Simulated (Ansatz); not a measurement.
Consider InSb in the zinc blende structure (space group F-43m, No. 216).

```
InSb
1.0
    0.00000     3.31748     3.31748
    3.31748     0.00000     3.31748
    3.31748     3.31748     0.00000
Sb In
1 1
Direct
  0.75000   0.75000   0.75000
  0.00000   0.00000   0.00000
```

Method: Ansatz (a program for electronic structure), PBE, PAW, cutoff 420 eV, scalar-relativistic without spin-orbit coupling, earlier PAW set.

Before the change:

| Property | Value |
|---|---|
| Pressure | 0.0 GPa |
| Band gap | zero |

The change: the cell is scaled by 0.9879 in all directions; the atoms relax in the strained cell.

Problem. How does this affect the pressure?

Solution. The pressure goes from zero to 1.5 GPa.

Problem. How does this affect the energy relative to the base?

Solution. The energy rises by 5.8 meV/atom.

Problem. How does this affect the band gap?

Solution. The band gap remains zero.

Spin-orbit coupling, missing from the scalar runs, can matter with Sb. Whether these cells are dynamically stable was not tested. All final runs are without spin polarisation. A zero or small gap of InSb can be the functional's error rather than a property of the material.
